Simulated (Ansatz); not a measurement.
## Quick settings and what they miss: Zr2Ga (I4/mcm, 6 atoms in the cell)

Self-consistent single point.

```
Zr2Ga
1.0
   -3.34397     3.34397     2.74126
    3.34397    -3.34397     2.74126
    3.34397     3.34397    -2.74126
Zr Ga
4 2
Direct
  0.65386   0.15386   0.80772
  0.34614   0.84614   0.19228
  0.15386   0.34614   0.50000
  0.84614   0.65386   0.50000
  0.25000   0.25000   0.00000
  0.75000   0.75000   0.00000
```

Method: PBEsol, PAW files made with PBE (plane waves; Ansatz, an electronic-structure program).

Base settings: basis.ecutwfc = 30.9 Ry; kpoints.mp_grid.grid = 6 6 6; hamiltonian.xc = pbesol; hamiltonian.pseudopotentials = {kind: paw} (the program's default PAW files); scf.occupations.method = methfessel_paxton; scf.occupations.width = 0.0147 Ry.

Tight run (finer mesh or higher cutoff; not a proven limit): basis.ecutwfc: 30.9 Ry → 43.4 Ry; kpoints.mp_grid.grid: 6 6 6 → 9 9 9; scf.convergence.dr2_threshold: default (1e-07 eV) → 1e-09 eV. It gave Fermi level (on the code's own zero) 12.94 eV; pressure -3.94 GPa; largest force (vector length) 0.027 eV/Å.

Quick runs, as changes from the base:
- A: the base itself
- B: basis.ecutwfc: 30.9 Ry → 18.4 Ry; kpoints.mp_grid.grid: 6 6 6 → 1 1 1; scf.occupations.method: methfessel_paxton → cold; scf.occupations.width: 0.0147 Ry → 0.01 Ry
- C: basis.ecutwfc: 30.9 Ry → 24.6 Ry; kpoints.mp_grid.grid: 6 6 6 → 2 2 2; kpoints.mp_grid.shift: default → 0.5 0.5 0.5
- D: basis.ecutwfc: 30.9 Ry → 21.7 Ry; kpoints.mp_grid.grid: 6 6 6 → 4 4 4; scf.convergence.dr2_threshold: default (1e-07 eV) → 0.001 eV
- E: basis.ecutwfc: 30.9 Ry → 15.4 Ry; kpoints.mp_grid.grid: 6 6 6 → 8 8 8; hamiltonian.xc: pbesol → lda [LDA (PW92)]
- F: basis.ecutwfc: 30.9 Ry → 21.7 Ry; kpoints.mp_grid.grid: 6 6 6 → 8 8 8; scf.occupations.method: methfessel_paxton → cold; scf.occupations.width: 0.0147 Ry → 0.0367 Ry; kpoints.mp_grid.shift: default → 0.5 0.5 0.5

Energies are extrapolated to zero smearing width, which holds to low order in the width alone.

Dashes: energy of E, another energy zero.

† marks runs with another functional, U, potentials or spin treatment: their distance from the tight run is not a convergence error alone.

The count of work is k-points × plane waves × bands × iterations; it is no time. 

Pressures in the table are Ansatz's without its Pulay estimate, at a fixed set of plane waves; the tight run's value above holds the estimate.

The starting cell comes from a database of computed structures (which also holds hypothetical and non-ambient phases and stackings), without a prior relaxation at this level. Its lattice was rescaled by a random factor within 2.5 % of one. In the base run, with a pressure of about -4 GPa the cell is away from its equilibrium volume at this level.

```tsv
run	energy less tight (meV/atom)	pressure less tight (GPa)	largest miss in a force vector (eV/Å)	count of work / tight
A	1.0	-0.03	0.031	0.19
B	373.2	-22.18	0.334	0.0030
C	52.1	0.92	0.408	0.014
D	45.2	-3.48	0.004	0.031
E†	–	-82.29	0.049	0.13
F	52.4	-3.58	0.024	0.21
```

Among the runs at the tight run's level, the energy misses run from 1.0 to 373.2 meV/atom.

Keys are those of Ansatz 0.2.
